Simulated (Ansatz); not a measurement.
Functionals compared on Br on the 1x1 (0001) surface of hcp Ti, one in a 2x2 cell, started at the site 'hollow Ti-Ti-Ti over Ti at depth 2.2 Å', in Ansatz (plane waves, PAW). The structure was relaxed with PBE; the other rows are single points on it, each with its references at the same level. Cutoff 420 eV (500 eV for r2SCAN).

Model: 17-atom slab, 6.8 Å thick at the start under the adsorbate (thin: gaps and levels are the slab's own), 6x6x1 mesh, Fermi-Dirac 0.1 eV, dipole correction, 8 atoms held, the rest relaxed; start symmetry kept, larger cells not searched; no spin, no spin-orbit, no U, no dispersion correction. At the end it is bonded to 3 Ti. In PBE this state lies 0.08 eV over the lowest of the starts that converged ('bridge Ti-Ti (span 2.9 Å)'). These notes are the PBE run's. Adsorption energies are against ½ Br2(g). A negative adsorption energy means that the adsorbate is more stable on the surface than in its reference.

| functional | adsorption energy (eV) | work function of the top face (eV) | change of the work function (eV) | rough cost of the single point |
|---|---|---|---|---|
| PBE | -3.12 | 4.11 | -0.29 | – |
| RPBE | ___ | ___ | ___ | very roughly 60 core-seconds |
| r2SCAN | -3.47 | 4.13 | -0.40 | very roughly 2.9 core-minutes |

Task: Some entries are withheld; supply them.

Result: 
- RPBE, adsorption energy (eV): -2.91
- RPBE, work function of the top face (eV): 3.99
- RPBE, change of the work function (eV): -0.30

Ansatz is a quantum-chemistry and plane-wave program.
